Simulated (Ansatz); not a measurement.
This Ansatz (a quantum-chemistry and plane-wave program) input is the reference run, SnSe$_{2}$ in the CdI2 type structure (space group P-3m1, No. 164; layered, stacked along the Cartesian z axis), computed with PBEsol-D3(BJ) (Ansatz; PAW; 420 eV plane waves; no spin-orbit coupling):

Ansatz 0.2 input:
```yaml
crystal:
  lattice:
    - [3.7936420596, 0, 0]
    - [-1.8968210298, 3.2853903965, 0]
    - [0, 0, 5.7438173649]
  atoms:
    - { symbol: Sn, position: [0, 0, 0] }
    - { symbol: Se, position: [0.3333333333, 0.6666666667, 0.2760226649] }
    - { symbol: Se, position: [0.6666666667, 0.3333333333, 0.7239773351] }
basis: { ecutwfc: 420, ecutrho_ratio: 4, xc_grid: 2, fft_grid_basis: typed }
kpoints: { mp_grid: { grid: [10, 10, 6] } }
hamiltonian:
  xc: pbesol
  dispersion: d3bj
  pseudopotentials: { kind: paw }
scf: { occupations: { method: fermi_dirac, width: 0.05 }, convergence: { dr2_threshold: 0.0000000003 } }
output: { forces: true, stress: true }
checkpoint: { write: state.ck, write_every: 1000 }
```

### Question
Write the input for this change: the cell is compressed by 2.00 % along z with no lateral relaxation; the atoms relax in the strained cell.

### Answer
Ansatz 0.2 input:
```yaml
crystal:
  lattice:
    - [3.7936420596, 0, 0]
    - [-1.8968210298, 3.2853903965, 0]
    - [0, 0, 5.6289410176]
  atoms:
    - { symbol: Sn, position: [0, 0, 0] }
    - { symbol: Se, position: [0.3333333333, 0.6666666667, 0.2760226649] }
    - { symbol: Se, position: [0.6666666667, 0.3333333333, 0.7239773351] }
basis: { ecutwfc: 420, ecutrho_ratio: 4, xc_grid: 2, fft_grid_basis: typed }
kpoints: { mp_grid: { grid: [10, 10, 6] } }
hamiltonian:
  xc: pbesol
  dispersion: d3bj
  pseudopotentials: { kind: paw }
scf: { occupations: { method: fermi_dirac, width: 0.05 }, convergence: { dr2_threshold: 0.0000000003 } }
relax: { f_tol: 0.005, max_steps: 50 }
output: { forces: true, stress: true }
checkpoint: { write: state.ck, write_every: 1000 }
```
This is the input that was run.

Whether these cells are dynamically stable was not tested. All final runs are without spin polarisation.
